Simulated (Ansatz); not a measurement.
Base system: BaHfO₃ in the cubic perovskite structure (space group Pm-3m, No. 221; a = 4.158 Å).

The same geometry is solved again with r2SCAN.

Levels (all Ansatz, a program for electronic structure, PAW): r2SCAN (500 eV, without spin-orbit coupling); PBEsol (420 eV, without spin-orbit coupling).

Base, band edges from the VBM (valence, conduction): M -0.05, 6.34; R 0.00, 6.11; X -0.39, 4.06; Γ -0.08, 3.58 eV.

Give the band edges at the high-symmetry points of the new zone, measured from its valence-band maximum.


| point | valence edge (eV) | conduction edge (eV) |
|---|---|---|
| Γ | -0.10 | 4.23 |
| X | -0.42 | 4.70 |
| M | -0.05 | 6.94 |
| R | 0.00 | 6.83 |

The gap is 4.23 eV, indirect, R → Γ.

Single points use the geometry relaxed with PBEsol. With Hf present, leaving out spin-orbit coupling can change the band edges. No phonon test of stability was made. The base started in P4mm and relaxed to Pm-3m at this level.
